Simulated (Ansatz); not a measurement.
Consider SnO2 in the rutile structure (space group P4_2/mnm, No. 136; a = 4.722 Å, c = 3.190 Å). Axes: x, y, z lie along a, b, c of the conventional cell.

All numbers come from Ansatz (an electronic-structure program), LDA, PAW, cutoff 420 eV, no spin-orbit coupling.

It is then changed as follows: uniaxial strain ε_zz = +1.20 %, all other strain components held at zero, atoms relaxed at fixed cell.

Question: Predict the stress tensor and what it implies for the stiffness.

Answer: Stress of the strained cell less that of the base (GPa, compression positive):
```
  -1.80    0.00    0.00
   0.00   -1.80    0.00
   0.00    0.00   -4.96
```

Then −Δσ_ii/ε with ε = 0.0120 gives relaxed-ion elastic constants: C33 ≈ 413 GPa, C13 ≈ 150 GPa and C23 ≈ 150 GPa.

Stability against distortions was not tested.
